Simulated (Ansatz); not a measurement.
Consider BN in the zinc blende structure (space group F-43m, No. 216; a = 3.610 Å). Axes: x, y, z lie along the cube axes.

Now apply this change: biaxial strain −1.67 %, plane normal [111], relaxed out of plane (Cartesian); in-plane vectors clamped, the third vector and the atoms free.

Method: Ansatz (an electronic-structure program) r2SCAN, no spin-orbit coupling.

### Question
Give the band edges at the high-symmetry points of the new zone, measured from its valence-band maximum.

### Answer
```csv
point,valence edge (eV),conduction edge (eV)
Γ,0.00,9.25
T,-1.96,11.61
H₂,-6.96,10.45
H₀,-6.96,10.45
L,-2.17,10.97
S₀,-4.50,7.48
S₂,-4.50,7.48
F,-5.18,4.99
```

The gap is 4.99 eV, indirect, Γ → F.

Whether these cells are dynamically stable was not tested. k-point labels follow each cell's own Brillouin zone.
